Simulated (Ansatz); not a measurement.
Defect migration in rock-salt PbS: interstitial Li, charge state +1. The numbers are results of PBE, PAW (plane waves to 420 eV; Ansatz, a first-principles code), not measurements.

Cell of 64 host sites held at the relaxed PBE lattice; one k-point at (0.250, 0.250, 0.250); Fermi-Dirac width 0.05 eV, spin-restricted; finite-size errors left in. No zero-point or tunnelling terms. Spin-orbit coupling is left out. PBE gaps are too small, and in this host the defect's levels may merge with the bands. The charge state is imposed; whether it is stable for some Fermi level was not computed. Sites that were not tried may lie lower.

Barriers: single points on a 2×2×2 k-point mesh shifted by half a step at the bands' geometries.

The step: a concerted move, in which Li travels most; the atom moves 3.00 Å along (0.00, 0.00, -0.50) of the unit cell; the moving atom starts with neighbours 4 Pb at 2.91; S at 2.50, 2 S at 2.51, S at 2.52 Å and ends with 4 Pb at 2.91; S at 2.50, 2 S at 2.51, S at 2.52 Å.

Problem. What is the computed migration barrier of this step (PBE, PAW)?

Solution. 0.62 eV, the same both ways. At the saddle the moving atom has neighbours 2 Pb at 2.65; 2 S at 2.25 Å. The saddle point's order was not checked, and it lies on a symmetry element of the cell, where a band can be held.
